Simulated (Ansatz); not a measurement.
An Ansatz (an electronic-structure program) input (DFT with r2SCAN, PAW potentials and a 500 eV plane-wave cutoff in Ansatz, scalar-relativistic without spin-orbit coupling, earlier PAW set):

Ansatz 0.2 input:
```yaml
crystal:
  lattice:
    - [0, 4.0498550443, 4.3284970847]
    - [2.5208773489, 0, 4.3284970847]
    - [2.5208773489, 4.0498550443, 0]
  atoms:
    - { symbol: Os, position: [0.6775709752, 0.3224290248, 0.6775709752] }
    - { symbol: Os, position: [0.3224290248, 0.6775709752, 0.3224290248] }
    - { symbol: Os, position: [0.5724290248, 0.9275709752, 0.5724290248] }
    - { symbol: Os, position: [0.9275709752, 0.5724290248, 0.9275709752] }
    - { symbol: Ti, position: [0, 0, 0] }
    - { symbol: Ti, position: [0.25, 0.25, 0.25] }
basis: { ecutwfc: 500, ecutrho_ratio: 4, xc_grid: 4, fft_grid_basis: typed }
kpoints: { mp_grid: { grid: [12, 12, 12] } }
hamiltonian:
  xc: r2scan
  dispersion: none
  pseudopotentials: { azcp: { folder: ./paw }, kind: paw }
scf: { occupations: { method: fermi_dirac, width: 0.05 }, convergence: { dr2_threshold: 0.0000000006 } }
output: { forces: true, stress: true }
checkpoint: { write: state.ck, write_every: 1000 }
```

Question: Which symmetry and how many k-points will the program report, and about how many plane waves at Γ?

Answer: Space group Fddd (ITA 70) with 8 operations, k-points 280 of 1728, and 2249 plane waves at Γ.

Whether these cells are dynamically stable was not tested. The final runs are not spin-polarised. The cell was made from TiSi2 by this change: Si → Os; the result is a hypothetical phase, not in the database extracts checked.
